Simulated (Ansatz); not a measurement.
## CaSnS3: response to strain

Base system: CaSnS3 in the cubic perovskite structure (space group Pm-3m, No. 221; a = 4.945 Å; a model cell, its experimental status unchecked). Axes: x, y, z lie along the cube axes.

Strains are applied to the cell and any free atomic positions relax; under biaxial strain the out-of-plane vector relaxes too.

Level of theory: DFT with PBEsol, PAW potentials and a 420 eV plane-wave cutoff in Ansatz (a quantum-chemistry and plane-wave program), spin-orbit coupling left out.

Notes on the quantities. energy relative to the base: free energy F; pressure: mean of the normal stresses, compression positive.

| case | volume per atom | energy relative to the base | pressure | space group |
|---|---|---|---|---|
| base | 24.19 Å³ | 0 meV/atom | 0.0 GPa | Pm-3m (No. 221) |
| biaxial strain −2.29 %, plane normal [110], relaxed out of plane | 23.60 Å³ | +8.5 meV/atom | 1.7 GPa | Cmmm (No. 65) |
| biaxial strain −0.55 %, plane normal [110], relaxed out of plane | 24.05 Å³ | +0.5 meV/atom | 0.4 GPa | Cmmm (No. 65) |
| isotropic strain +0.27 % | 24.38 Å³ | +0.3 meV/atom | -0.5 GPa | Pm-3m (No. 221) |
| isotropic strain +1.23 % | 25.09 Å³ | +6.2 meV/atom | -2.1 GPa | Pm-3m (No. 221) |
| uniaxial strain ε_xx = +2.93 % | 24.89 Å³ | +7.5 meV/atom | -1.6 GPa | P4/mmm (No. 123) |
| tensor shear ε_xz = +0.72 % | 24.18 Å³ | +0.3 meV/atom | 0.0 GPa | Cmmm (No. 65) |

Without a gap, meshes like the base's 10×10×10 leave anisotropic stresses uncertain by several tenths of a GPa, and small strain energies with them. Stability against distortions was not tested. All final runs are without spin polarisation. Many cubic perovskites are stable only at high temperature; tilts and polar distortions were not tested.
